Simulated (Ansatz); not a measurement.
The reference is ZnCu in the CsCl type structure (space group Pm-3m, No. 221; a = 2.964 Å).

Calculations: Ansatz (an electronic-structure program), PBE, PAW, cutoff 420 eV, no SOC.

One change was made to it. Results:

The shortest interatomic distance grows by 0.0076 Å, from 2.567 Å to 2.574 Å; the density decreases by 0.07 g/cm³, from 8.22 g/cm³ to 8.15 g/cm³.

What was done to the base?
A) pressure −1 GPa
B) pressure 30 GPa
C) pressure −2 GPa
D) pressure 9 GPa
E) pressure 22.5 GPa

A, pressure −1 GPa. For comparison, the shortest interatomic distance in the other runs: pressure 30 GPa gives 2.425 Å; pressure 22.5 GPa gives 2.451 Å; pressure −2 GPa gives 2.582 Å; pressure 9 GPa gives 2.510 Å.

Load acts through the strain it causes; cell and atoms are relaxed under it. Whether these cells are dynamically stable was not tested. No other phases were tried under pressure. The final runs are not spin-polarised.
